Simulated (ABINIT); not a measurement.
**ABINIT run on CdAg3 (R-3m, 4 atoms in the cell): self-consistent single point**

Method: LDA (PW92), PAW (JTH v2.0 LDA PAW) (plane waves; ABINIT).

Input:

```
# CdAg3, JTH v2.0 LDA PAW
pp_dirpath "./"
pseudos "Cd.LDA_PW-JTH.xml, Ag.LDA_PW-JTH.xml"
acell 3*1.0 Angstrom
rprim
         1.4839449608    0.8567560226    9.4947670000
        -1.4839449608    0.8567560226    9.4947670000
         0.0000000000   -1.7135120452    9.4947670000
natom 4
ntypat 2
znucl 48 47
typat 1 2 2 2
xred
         0.0000000000    0.0000000000    0.0000000000
         0.7518670000    0.7518670000    0.7518670000
         0.2481330000    0.2481330000    0.2481330000
         0.5000000000    0.5000000000    0.5000000000
ecut 20
pawecutdg 40
pawxcdev 0
occopt 3
tsmear 0.00499791
nband 30
kptopt 1
ngkpt 8 8 8
nshiftk 1
shiftk 0 0 0
nstep 60
toldfe 1.0e-09
prtwf 0
prtden 0
prtvol 1
enunit 1
```

Output, abridged:

```
 Symmetries : space group R-3 m (#166); Bravais hR (rhombohedral)

 -outvars: echo values of preprocessed input variables --------
            acell      1.8897261329E+00  1.8897261329E+00  1.8897261329E+00 Bohr
             ecut      2.00000000E+01 Hartree
           enunit           1
              ixc       -1012
         kptrlatt        8    0    0      0    8    0      0    0    8
          kptrlen      4.48679932E+01
            natom           4
            nband          30
            ngfft          75      75      75
          ngfftdg         108     108     108
             nkpt          65
            nstep          60
             nsym          12
           ntypat           2
           occopt           3
        pawecutdg      4.00000000E+01 Hartree
         pawxcdev           0
            rprim      1.4839449608E+00  8.5675602260E-01  9.4947670000E+00
                      -1.4839449608E+00  8.5675602260E-01  9.4947670000E+00
                       0.0000000000E+00 -1.7135120452E+00  9.4947670000E+00
          spgroup         166
           toldfe      1.00000000E-09 Hartree
           tsmear      4.99791000E-03 Hartree
            typat      1  2  2  2
           useylm           1
             xred      0.0000000000E+00  0.0000000000E+00  0.0000000000E+00
                       7.5186700000E-01  7.5186700000E-01  7.5186700000E-01
                       2.4813300000E-01  2.4813300000E-01  2.4813300000E-01
                       5.0000000000E-01  5.0000000000E-01  5.0000000000E-01
            znucl       48.00000   47.00000

== DATASET  1 ==================================================================

 Real(R)+Recip(G) space primitive vectors, cartesian coordinates (Bohr,Bohr^-1):
 R(1)=  2.8042496  1.6190342 17.9425093  G(1)=  0.1783008  0.1029420  0.0185779
 R(2)= -2.8042496  1.6190342 17.9425093  G(2)= -0.1783008  0.1029420  0.0185779
 R(3)=  0.0000000 -3.2380685 17.9425093  G(3)=  0.0000000 -0.2058841  0.0185779
 Unit cell volume ucvol=  4.8877291E+02 bohr^3
 Angles (23,13,12)=  1.76951359E+01  1.76951359E+01  1.76951359E+01 degrees

 Coarse grid specifications (used for wave-functions):

 getcut: wavevector=  0.0000  0.0000  0.0000  ngfft=  75  75  75
         ecut(hartree)=     20.000   => boxcut(ratio)=   2.01675

 Fine grid specifications (used for densities):

 getcut: wavevector=  0.0000  0.0000  0.0000  ngfft= 108 108 108
         ecut(hartree)=     40.000   => boxcut(ratio)=   2.08162

   6.48794200E+03                                ecore*ucvol(ha*bohr**3)

 newkpt: prtvol=0 or 1, do not print more k-points.
_setup2: Arith. and geom. avg. npw (full set) are    2087.990    2087.969

--- !BeginCycle
solver: {iscf: 17, nstep: 60, nline: 4, wfoptalg: 10, }
tolerances: {toldfe: 1.00E-09, }
...

     iter   Etot(hartree)      deltaE(h)  residm     nres2
 ETOT  1  -162.59207590889    -1.626E+02 2.501E-01 1.313E+02
 ETOT  2  -162.72057537992    -1.285E-01 9.430E-02 2.329E+01
 ETOT  3  -162.71071761701     9.858E-03 4.096E-02 1.286E+00
 ETOT  4  -162.71051607794     2.015E-04 1.377E-02 2.882E-01
 ETOT  5  -162.71047342229     4.266E-05 2.933E-02 9.339E-03
 ETOT  6  -162.71047503823    -1.616E-06 9.994E-03 1.434E-03
   [... 5 lines left out ...]
 ETOT 12  -162.71047601641    -8.544E-09 8.150E-03 6.972E-09
 ETOT 13  -162.71047602047    -4.059E-09 8.595E-03 4.169E-10
 ETOT 14  -162.71047602242    -1.945E-09 6.349E-03 6.671E-10
 ETOT 15  -162.71047602339    -9.707E-10 6.508E-03 2.583E-11
 ETOT 16  -162.71047602387    -4.806E-10 3.979E-03 1.731E-10

 At SCF step   16, etot is converged :
  for the second time, diff in etot=  4.806E-10 < toldfe=  1.000E-09

 Cartesian components of stress tensor (hartree/bohr^3)
  sigma(1 1)=  2.72388685E-04  sigma(3 2)=  0.00000000E+00
  sigma(2 2)=  2.72388684E-04  sigma(3 1)=  0.00000000E+00
  sigma(3 3)=  2.51259078E-04  sigma(2 1)=  0.00000000E+00

 ----iterations are completed or convergence reached----

 reduced coordinates (array xred) for    4 atoms
       0.000000000000      0.000000000000      0.000000000000
       0.751867000000      0.751867000000      0.751867000000
       0.248133000000      0.248133000000      0.248133000000
       0.500000000000      0.500000000000      0.500000000000
 cartesian forces (eV/Angstrom) at end:
    1     -0.00000000000000    -0.00000000000000    -0.00000000000000
    2     -0.00000000000000    -0.00000000000000     0.09183130704578
    3      0.00000000000000     0.00000000000000    -0.09183130704578
    4     -0.00000000000000    -0.00000000000000    -0.00000000000000
 frms,max,avg= 3.7489974E-02 9.1831307E-02   0.000E+00  0.000E+00  0.000E+00 e/A
 length scales=  1.889726132886  1.889726132886  1.889726132886 bohr
              =  1.000000000000  1.000000000000  1.000000000000 angstroms
 Fermi (or HOMO) energy (eV) =   4.77853   Average Vxc (eV)= -12.12154
 Eigenvalues (   eV  ) for nkpt=  65  k points:
 kpt#   1, nband= 30, wtk=  0.00195, kpt=  0.0000  0.0000  0.0000 (reduced coord)
  -5.13817   -4.59751   -4.59751   -3.91537   -3.91537   -3.75369   -1.64390   -1.57548
  -1.20193   -0.06901    0.03548    0.03548    0.13194    0.13194    0.22190    0.22190
   0.25346    0.92467    0.92467    0.99646    0.99646    1.63366    1.63366    3.87859
   7.06992   14.86622   14.97508   15.30639   18.84994   20.13660
 prteigrs : prtvol=0 or 1, do not print more k-points.

--- !EnergyTerms
comment             : Components of total free energy in Hartree
kinetic             :  4.30604180910251E+01
hartree             :  2.63280581943083E+01
xc                  : -3.96434512523515E+01
Ewald energy        : -1.47408504730521E+02
psp_core            :  1.32739393885981E+01
local_psp           : -7.54310138871188E+01
spherical_terms     :  1.71128072358880E+01
internal            : -1.62707746960172E+02
'-kT*entropy'       : -2.72794098576409E-03
total_energy        : -1.62710474901158E+02
total_energy_eV     : -4.42757719057831E+03
...

-Cartesian components of stress tensor (GPa)         [Pressure= -7.8067E+00 GPa]
- sigma(1 1)=  8.01395046E+00  sigma(3 2)=  0.00000000E+00
- sigma(2 2)=  8.01395042E+00  sigma(3 1)=  0.00000000E+00
- sigma(3 3)=  7.39229605E+00  sigma(2 1)=  0.00000000E+00

 Calculation completed.
```

The run converged in 16 iterations.

The starting cell comes from a database of computed structures (which also holds hypothetical and non-ambient phases and stackings), without a prior relaxation at this level. With a pressure of about -8 GPa the cell is away from its equilibrium volume at this level.

Cost on one core of a shared machine: roughly 20 min.
